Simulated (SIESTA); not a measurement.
SIESTA run on CaMg3 (P-6m2, 4 atoms in the cell): self-consistent single point

Level of theory: GGA PBEsol, numerical atomic orbitals DZP, PseudoDojo PBEsol standard norm-conserving potentials (rewritten from UPF to PSML) run with SIESTA.

The input file:

```
# files in the folder: Ca.psml Mg.psml (PseudoDojo PBEsol standard)
SystemName  CaMg3
SystemLabel CaMg3

NumberOfAtoms                4
NumberOfSpecies              2
%block ChemicalSpeciesLabel
  1 20 Ca
  2 12 Mg
%endblock ChemicalSpeciesLabel
LatticeConstant              3.409070 Ang
%block LatticeVectors
     1.000000000    0.000000000    0.000000000
    -0.500000000    0.866025338    0.000000000
     0.000000000    0.000000000    3.191685709
%endblock LatticeVectors
AtomicCoordinatesFormat      Ang
%block AtomicCoordinatesAndAtomicSpecies
     0.000000000    0.000000000    5.440340000  1
     0.000000000    0.000000000    0.000000000  2
     1.704536705    0.984112683    8.318823894  2
     1.704536705    0.984112683    2.561856106  2
%endblock AtomicCoordinatesAndAtomicSpecies

XC.functional                GGA
XC.authors                   PBEsol
PAO.BasisSize                DZP
PAO.EnergyShift              0.01 Ry
MeshCutoff                   300 Ry
%block kgrid.MonkhorstPack
    9   0   0  0.0
    0   9   0  0.0
    0   0   3  0.0
%endblock kgrid.MonkhorstPack
OccupationFunction           MP
OccupationMPOrder            0
ElectronicTemperature        1160.45 K

MaxSCFIterations             150
SCF.Mixer.Method             Pulay
SCF.Mixer.Weight             0.25
SCF.Mixer.History            8
SCF.DM.Tolerance             1.0E-05
Diag.ParallelOverK           true
WriteForces                  true
```

Output (repeated stretches shortened):

```
reinit: Reading from file input.fdf

reinit: System Name: CaMg3
reinit: System Label: CaMg3

coor:   Atomic-coordinates input format  =     Cartesian coordinates
coor:                                          (in Angstroms)

siesta: Atomic coordinates (Bohr) and species
siesta:      0.00000   0.00000  10.28075  1        1
siesta:      0.00000   0.00000   0.00000  2        2
siesta:      3.22111   1.85970  15.72030  2        3
siesta:      3.22111   1.85970   4.84121  2        4

siesta: System type = bulk

initatomlists: Number of atoms, orbitals, and projectors:      4    36    42

siesta: ******************** Simulation parameters ****************************
redata: Spin configuration                          = none
redata: Time-Reversal Symmetry                      = T
redata: Number of Atomic Species                    =        2
redata: Mesh Cutoff                                 =   300.0000 Ry
redata: Net charge of the system                    =     0.0000 |e|
redata: Min. number of SCF Iter                     =        0
redata: Max. number of SCF Iter                     =      150
redata: SCF convergence failure will abort job
redata: SCF mix quantity                            = Hamiltonian
redata: Mix DM or H after convergence               =   F
redata: Recompute H after scf cycle                 =   F
redata: Mix DM in first SCF step                    =   T
redata: No kicks to SCF
redata: DM Mixing Weight for Kicks                  =     0.5000
redata: Require Harris convergence for SCF          =   F
redata: Harris energy tolerance for SCF             =     0.000100 eV
redata: Require DM convergence for SCF              =   T
redata: DM tolerance for SCF                        =     0.000010
redata: Require EDM convergence for SCF             =   F
redata: EDM tolerance for SCF                       =     0.001000 eV
redata: Require H convergence for SCF               =   T
redata: Hamiltonian tolerance for SCF               =     0.001000 eV
redata: Require (free) Energy convergence for SCF   =   F
redata: (free) Energy tolerance for SCF             =     0.000100 eV
redata: Using DFT-D3 dispersion                     =   F
redata: Using Saved Data (generic)                  =   F
redata: Method of Calculation                       = Diagonalization
redata: Electronic Temperature                      =  1160.4500 K
redata: Number of TDED substeps                     =        3
redata: Dynamics option                             = Single-point calculation
redata: Save all siesta data in one NC              =   F
redata: ***********************************************************************

%block SCF.Mixers
  Pulay
%endblock SCF.Mixers

%block SCF.Mixer.Pulay
  # Mixing method
  method pulay
  variant stable

  # Mixing options
  weight 0.2500
  weight.linear 0.2500
  history 8
%endblock SCF.Mixer.Pulay

DM_history_depth set to one: no extrapolation allowed by default for geometry relaxation
Size of DM history Fstack: 1
Total number of electrons:    40.000000
Total ionic charge:    40.000000

* ProcessorY, Blocksize:    1  37

* Orbital distribution balance (max,min):    36    36

 Kpoints in:          135 . Kpoints trimmed:          122

siesta: k-grid: Number of k-points = 122
siesta: k-points from Monkhorst-Pack grid
siesta: k-cutoff (effective) =    15.341 Ang
siesta: k-point supercell and displacements
siesta: k-grid:     9     0     0      0.000
siesta: k-grid:     0     9     0      0.000
siesta: k-grid:     0     0     3      0.000

diag: Algorithm                                     = D&C
diag: Parallel over k                               =   F
diag: Use parallel 2D distribution                  =   F
diag: Parallel block-size                           = 37
diag: Parallel distribution                         =     1 x     1
diag: Used triangular part                          = Lower
diag: Absolute tolerance                            =  0.100E-15
diag: Orthogonalization factor                      =  0.100E-05
diag: Memory factor                                 =  1.0000

superc: Internal auxiliary supercell:     7 x     5 x     3  =     105
superc: Number of atoms, orbitals, and projectors:    420   3780   4410

                        Single-point calculation

superc: Internal auxiliary supercell:     7 x     5 x     3  =     105
superc: Number of atoms, orbitals, and projectors:    420   3780   4410

outcell: Unit cell vectors (Ang):
        3.409070    0.000000    0.000000
       -1.704535    2.952341    0.000000
        0.000000    0.000000   10.880680

outcell: Cell vector modules (Ang)   :    3.409070    3.409070   10.880680
outcell: Cell angles (23,13,12) (deg):     90.0000     90.0000    120.0000
outcell: Cell volume (Ang**3)        :    109.5112
new_DM -- step:     1
Initializing Density Matrix...

Attempting to read DM from file... Failed...
DM filled with atomic data:

InitMesh: MESH = 32 x 32 x 120 = 122880
InitMesh: Mesh cutoff (required, used) =   300.000   324.690 Ry

stepf: Methfessel-Paxton step function
       Using Hermite-Gauss polynomials of order  0

        iscf     Eharris(eV)        E_KS(eV)     FreeEng(eV)     dDmax    Ef(eV) dHmax(eV)
   scf:    1    -5879.121492    -5887.842873    -5887.856922  1.250674 -3.045515  4.246378
   scf:    2    -5887.807823    -5887.899463    -5887.913899  0.094751 -3.055892  2.470695
   scf:    3    -5887.851384    -5887.947829    -5887.960214  0.105242 -3.082631  2.687653
   scf:    4    -5888.055283    -5888.018409    -5888.029550  0.071735 -3.121460  0.189449
   scf:    5    -5888.018720    -5888.018692    -5888.030120  0.006583 -3.123233  0.084694
   scf:    6    -5888.018472    -5888.018642    -5888.030189  0.005180 -3.122971  0.044038
   scf:    7    -5888.018812    -5888.018762    -5888.030203  0.002091 -3.123504  0.033913
   scf:    8    -5888.018685    -5888.018731    -5888.030220  0.001114 -3.123396  0.003243
   scf:    9    -5888.018731    -5888.018731    -5888.030220  0.000054 -3.123416  0.003342
   scf:   10    -5888.018736    -5888.018734    -5888.030220  0.000054 -3.123430  0.001225
   scf:   11    -5888.018736    -5888.018735    -5888.030220  0.000035 -3.123438  0.000003
   scf:   12    -5888.018735    -5888.018735    -5888.030220  0.000000 -3.123438  0.000001

SCF Convergence by DM+H criterion
max |DM_out - DM_in|         :     0.0000000930
max |H_out - H_in|      (eV) :     0.0000012139
SCF cycle converged after 12 iterations

Using DM_out to compute the final energy and forces

siesta: E_KS(eV) =            -5888.0187

siesta: E_KS - E_eggbox =     -5888.0187

siesta: Atomic forces (eV/Ang):
     1    0.000007   -0.000004   -0.000000
     2    0.000026   -0.000015    0.000000
     3    0.000212   -0.000122    0.282262
     4    0.000212   -0.000122   -0.282262
   Tot    0.000458   -0.000264   -0.000000
   Max    0.282262
   Res    0.115233    sqrt( Sum f_i^2 / 3N )
   Max    0.282262    constrained

Stress tensor Voigt[x,y,z,yz,xz,xy] (kbar):      -32.22      -31.60      -15.99       -0.00       -0.00        0.54
(Free)E + p*V (eV/cell)    -5886.2120
Target enthalpy (eV/cell)    -5888.0302

siesta: Program's energy decomposition (eV):
siesta: Ebs     =     -1614.211030
siesta: Eions   =      7556.458888
siesta: Ena     =       730.994126
siesta: Ekin    =      3108.131557
siesta: Enl     =     -1383.434933
siesta: Eso     =         0.000000
siesta: Edftu   =         0.000000
siesta: DEna    =        40.551013
siesta: DUscf   =         1.025346
siesta: DUext   =         0.000000
siesta: Ex      =      -775.235951
siesta: Ec      =       -53.591004
siesta: Exc     =      -828.826956
siesta: Eharris =     -5888.018735
siesta: Etot    =     -5888.018735
siesta: FreeEng =     -5888.030220

siesta: Atomic forces (eV/Ang):
siesta:      1    0.000007   -0.000004   -0.000000
siesta:      2    0.000026   -0.000015    0.000000
siesta:      3    0.000212   -0.000122    0.282262
siesta:      4    0.000212   -0.000122   -0.282262
siesta: ----------------------------------------
siesta:    Tot    0.000458   -0.000264   -0.000000

siesta: Stress tensor (static) (eV/Ang**3):
siesta:    -0.020111    0.000337   -0.000000
siesta:     0.000337   -0.019722   -0.000000
siesta:    -0.000000   -0.000000   -0.009978

siesta: Cell volume =        109.511184 Ang**3

siesta: Pressure (static):
siesta:                Solid            Molecule  Units
siesta:           0.00018083          0.00012696  Ry/Bohr**3
siesta:           0.01660346          0.01165664  eV/Ang**3
siesta:          26.60167455         18.67598997  kBar
```

The run converged in 12 iterations.

The starting cell comes from a database of computed structures (which also holds hypothetical and non-ambient phases and stackings), without a prior relaxation at this level. Values carry the incompleteness of an atom-centred basis.
